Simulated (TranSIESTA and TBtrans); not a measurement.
Device: Ga chain with one Na atom in place of Ga. Leads: straight Ga chain, spacing 2.55 Å. Geometry: 3 atoms about the centre moved by SIESTA (PBE, DZP) to a largest force of 0.01 eV/Å, all others as built, motion along the axis alone. Transport runs along z; the first 6 and the last 6 of the 19 atoms are the lead cells, repeated to infinity.

```xyz
19
Lattice="9.000 0.000 0.000 0.000 9.000 0.000 0.000 0.000 49.200" Properties=species:S:1:pos:R:3 pbc="F F T"
Ga     4.500     4.500     0.000
Ga     4.500     4.500     2.550
Ga     4.500     4.500     5.100
Ga     4.500     4.500     7.650
Ga     4.500     4.500    10.200
Ga     4.500     4.500    12.750
Ga     4.500     4.500    15.300
Ga     4.500     4.500    17.850
Ga     4.500     4.500    20.338
Na     4.500     4.500    23.319
Ga     4.500     4.500    26.309
Ga     4.500     4.500    28.800
Ga     4.500     4.500    31.350
Ga     4.500     4.500    33.900
Ga     4.500     4.500    36.450
Ga     4.500     4.500    39.000
Ga     4.500     4.500    41.550
Ga     4.500     4.500    44.100
Ga     4.500     4.500    46.650
```

Run with TranSIESTA and TBtrans (open boundaries, self-consistent; PseudoDojo norm-conserving potentials, scalar-relativistic): PAO.BasisSize DZP, PAO.EnergyShift 0.15 eV, XC.Authors PBE, Mesh.Cutoff 200 Ry, ElectronicTemperature 300 K, TS.Voltage 0.0 eV, TBT.Elecs.Eta 0.001 eV, no spin polarisation.

Energies count from the leads' Fermi level. Transmissions are for one spin of a degenerate pair. The energy step is 0.01 eV; narrower resonances are cut or missed.

```
E (eV)      T
------  -----
-0.20   0.193
-0.15   0.244
-0.10   0.308
-0.05   0.349
0.00    0.358
0.05    0.351
0.10    0.341
0.15    0.333
0.20    0.330
```

Problem. Give the zero-bias conductance in μS and the resistance at 300 K.

Solution. At the Fermi level T = 0.358. Averaged with −∂f/∂E over the full grid (kT = 25.9 meV) it is 0.351. With G0 = 2e²/h = 77.48 μS, G = 27.2 μS and R = 1/G = 36.8 kΩ.

Problem. The eigenchannels at the Fermi level transmit 0.206, 0.0760, 0.0760. What Fano factor of the shot noise follows at low temperature and bias?

Solution. F = Σ τ(1 − τ)/Σ τ = 0.304/0.358 = 0.85.

The straight chain is held at its spacing; free chains may zigzag or dimerise. No spin-polarised start was tried, so a magnetic state, if there is one, is missed.
